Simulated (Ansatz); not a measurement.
Worked example: self-consistent single point of GaN (Pm-3m, 2 atoms in the cell) in Ansatz (a quantum-chemistry and plane-wave program).

Method of the run: PBE (plane waves, PAW; Ansatz).

```
GaN
1.0
    2.52378     0.00000     0.00000
    0.00000     2.52378     0.00000
    0.00000     0.00000     2.52378
Ga N
1 1
Direct
  0.00000   0.00000   0.00000
  0.50000   0.50000   0.50000
```

Reference input (self-consistent single point, DFT, PBE, plane waves, default PAW files): basis.ecutwfc = 420 eV; kpoints.mp_grid.grid = 9 9 9; kpoints.mp_grid.shift = 0.5 0.5 0.5; hamiltonian.xc = pbe; hamiltonian.pseudopotentials = {kind: paw} (the program's default PAW files); scf.occupations.method = methfessel_paxton; scf.occupations.width = 0.2 eV. This run's input differs from it in these lines:

```diff
@@ -12,3 +12,3 @@
   mp_grid:
-    grid: [9, 9, 9]
+    grid: [14, 14, 14]
     shift: [0.5, 0.5, 0.5]
```

The program printed (abridged):

```
SCF iter   1: F=—  HF=-4163.942267 eV  |F-HF|=—  |Δ(HF+E_count)|=         —  Δρ=3.55e-3  dr2=1.36e-3  ethr=1.77e-3  ⟨swp⟩=4.1  Hψ=5410  notcnv=0
all-band conjugate gradients solve this SCF's bands
preconditioner: auto → none
SCF iter   2: F=—  HF=-4163.942235 eV  |F-HF|=—  |Δ(HF+E_count)|=   3.14e-5  S|Δr|=    0.00e0  Δρ=2.48e-3  dr2=7.89e-4  ethr=7.57e-6  ⟨swp⟩=2.0  Hψ=2023  notcnv=0
SCF iter   3: F=—  HF=-4163.942174 eV  |F-HF|=—  |Δ(HF+E_count)|=   6.11e-5  S|Δr|=    0.00e0  Δρ=2.99e-4  dr2=9.57e-6  ethr=4.38e-6  ⟨swp⟩=1.4  Hψ=1356  notcnv=0
SCF iter   4: F=—  HF=-4163.942199 eV  |F-HF|=—  |Δ(HF+E_count)|=   2.50e-5  S|Δr|=    0.00e0  Δρ=1.57e-4  dr2=2.24e-6  ethr=5.31e-8  ⟨swp⟩=2.0  Hψ=1852  notcnv=0
SCF iter   5: F=—  HF=-4163.942198 eV  |F-HF|=—  |Δ(HF+E_count)|=   1.27e-6  S|Δr|=    0.00e0  Δρ=3.77e-5  dr2=7.54e-8  ethr=5.56e-10  ⟨swp⟩=3.2  Hψ=4792  notcnv=0
SCF iter   6: F=-4163.942198 eV  HF=-4163.942198 eV  |F-HF|=7.08e-9  |Δ(HF+E_count)|=   2.05e-7  S|Δr|=    0.00e0  Δρ=7.81e-6  dr2=2.76e-9  ethr=4.19e-10  ⟨swp⟩=4.7  Hψ=4452  notcnv=0
SCF 1 converged in 6 iterations: F = -4163.942198 eV  dr2 = 2.76e-9
Stability not checked (fill_not_monotonic)
Free energy (F): -4163.942198 eV
Internal energy: -4163.940691 eV  (E = F + TS)
E sigma→0 (E₀):  -4163.941821 eV
Entropy (-TS):   -0.001507 eV (-0.753 meV/atom)
Fermi energy:    17.410710 eV
--- Forces (eV/Å), atoms counted from 1 ---
  atom   1  Ga    -0.00000000     0.00000000    -0.00000000
  atom   2  N      0.00000000     0.00000000     0.00000000
--- Stress (GPa, compression-positive) ---
       65.317693       0.000000       0.000000
        0.000000      65.317693       0.000000
        0.000000       0.000000      65.317693
  P = ⅓ Tr σ = 65.3177 GPa (653.177 kbar)
  The stress holds the Pulay correction. Without it, at fixed plane waves, as pw.x and ABINIT print it: P = 64.6019 GPa
```

The run converged in 6 iterations. Against the reference run the free energy drops by 8.0 meV/atom and the pressure goes from 65.55 to 65.32 GPa.

The starting cell was generated: these elements placed on a structure prototype, without a prior relaxation; it need not be a known phase or ordering of this composition. With a pressure of about 65 GPa the cell is away from its equilibrium volume at this level. Ansatz's pressure includes its estimate of the finite-basis (Pulay) stress. Without the estimate this run gives 64.60 GPa. The run gives no clean gap (levels at the Fermi energy touch, overlap or are partly filled at this smearing), which alone does not show that the compound is a metal.

Keys are those of Ansatz 0.2.
